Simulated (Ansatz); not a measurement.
Worked example: self-consistent single point of KMgF₃ (P6_3/mmc, 10 atoms in the cell) in Ansatz (an electronic-structure program).

Method: PBE (plane waves, PAW; Ansatz).

The change in words: lattice scaled by 1.015; basis.ecutwfc: 420 eV → 250 eV. Reference geometry:
```
CELL_PARAMETERS angstrom
      6.01926     0.00000     0.00000
     -3.00963     5.21283     0.00000
      0.00000     0.00000     5.14256
ATOMIC_POSITIONS crystal
  K  0.33333 0.66667 0.75000
  K  0.66667 0.33333 0.25000
  Mg 0.00000 0.00000 0.00000
  Mg 0.00000 0.00000 0.50000
  F  0.14620 0.29240 0.25000
  F  0.70760 0.85380 0.25000
  F  0.14620 0.85380 0.25000
  F  0.85380 0.70760 0.75000
  F  0.29240 0.14620 0.75000
  F  0.85380 0.14620 0.75000
```

Reference input (self-consistent single point, DFT, PBE, plane waves, default PAW files): basis.ecutwfc = 420 eV; kpoints.mp_grid.grid = 5 5 5; hamiltonian.xc = pbe; hamiltonian.pseudopotentials = {kind: paw} (the program's default PAW files); scf.occupations.method = gaussian; scf.occupations.width = 0.2 eV. This run's input differs from it in these lines:

Ansatz 0.2 input:
```diff
@@ -2,5 +2,5 @@
   lattice:
-    - [6.019257, 0.000000, 0.000000]
-    - [-3.009629, 5.212830, 0.000000]
-    - [0.000000, 0.000000, 5.142563]
+    - [6.109546, 0.000000, 0.000000]
+    - [-3.054773, 5.291022, 0.000000]
+    - [0.000000, 0.000000, 5.219701]
   atoms:
@@ -17,3 +17,3 @@
 basis:
-  ecutwfc: 420.0 eV
+  ecutwfc: 250.0 eV
 kpoints:
```

The program printed (abridged):

```
SCF iter   1: F=—  HF=-11771.111609 eV  |F-HF|=—  |Δ(HF+E_count)|=         —  Δρ=7.12e-2  dr2=2.43e0  ethr=1.77e-3  ⟨swp⟩=7.3  Hψ=3368  notcnv=0
all-band conjugate gradients solve this SCF's bands
preconditioner: auto → Resta (q_TF=auto, 2.409 Å⁻¹)
SCF iter   2: F=—  HF=-11770.352476 eV  |F-HF|=—  |Δ(HF+E_count)|=   7.59e-1  Δρ=1.99e-2  dr2=2.20e-1  ethr=1.77e-3  ⟨swp⟩=2.0  Hψ=1418  notcnv=0  defer=51
   [... lines left out ...]
SCF iter   4: F=—  HF=-11770.348785 eV  |F-HF|=—  |Δ(HF+E_count)|=   1.86e-3  Δρ=6.78e-4  dr2=1.75e-4  ethr=5.71e-5  ⟨swp⟩=2.0  Hψ=817  notcnv=0  defer=51
SCF iter   5: F=—  HF=-11770.348758 eV  |F-HF|=—  |Δ(HF+E_count)|=   2.72e-5  Δρ=7.95e-5  dr2=8.03e-6  ethr=2.19e-7  ⟨swp⟩=2.0  Hψ=1131  notcnv=0  defer=51
SCF iter   6: F=—  HF=-11770.348324 eV  |F-HF|=—  |Δ(HF+E_count)|=   4.35e-4  Δρ=2.13e-5  dr2=6.58e-7  ethr=1.00e-8  ⟨swp⟩=2.0  Hψ=1264  notcnv=0  defer=51
SCF iter   7: F=-11770.348324 eV  HF=-11770.348324 eV  |F-HF|=2.88e-9  |Δ(HF+E_count)|=   7.85e-8  Δρ=3.66e-6  dr2=2.73e-8  ethr=1.25e-10  ⟨swp⟩=10.7  Hψ=3389  notcnv=0
SCF 1 converged in 7 iterations: F = -11770.348324 eV  dr2 = 2.73e-8
Free energy (F): -11770.348324 eV
Internal energy: -11770.348324 eV  (E = F + TS)
E sigma→0 (E₀):  -11770.348324 eV
Fermi energy:    3.366229 eV
--- Forces (eV/Å), atoms counted from 1 ---
  atom   1  K      0.00000000     0.00000000     0.00000000
  atom   2  K      0.00000000    -0.00000000     0.00000000
  atom   3  Mg     0.00000000     0.00000000     0.00000000
  atom   4  Mg     0.00000000    -0.00000000     0.00000000
  atom   5  F      0.00000000    -0.32273089     0.00000000
  atom   6  F      0.27949315     0.16136545     0.00000000
  atom   7  F     -0.27949315     0.16136545     0.00000000
  atom   8  F      0.00000000     0.32273089     0.00000000
  atom   9  F     -0.27949315    -0.16136545     0.00000000
  atom  10  F      0.27949315    -0.16136545     0.00000000
--- Stress (GPa, compression-positive) ---
       -2.853866      -0.000000       0.000000
        0.000000      -2.853866       0.000000
        0.000000       0.000000      -0.522599
  P = ⅓ Tr σ = -2.0768 GPa (-20.768 kbar)
  The stress holds the Pulay correction. Without it, at fixed plane waves, as pw.x and ABINIT print it: P = -83.0036 GPa
```

The run converged in 7 iterations. Against the reference run the free energy rises by 1.80 eV/atom, the pressure goes from 0.27 to -2.08 GPa, the largest force goes from 0.053 to 0.323 eV/Å and the gap on the mesh goes from 6.296 to 6.051 eV.

The starting cell was generated: these elements placed on a structure prototype, without a prior relaxation; it need not be a known phase or ordering of this composition. For this run, on top of that: lattice scaled by 1.015. Ansatz's pressure includes its estimate of the finite-basis (Pulay) stress. Without the estimate this run gives -83.00 GPa. The cutoff lies below the one recommended for these files.
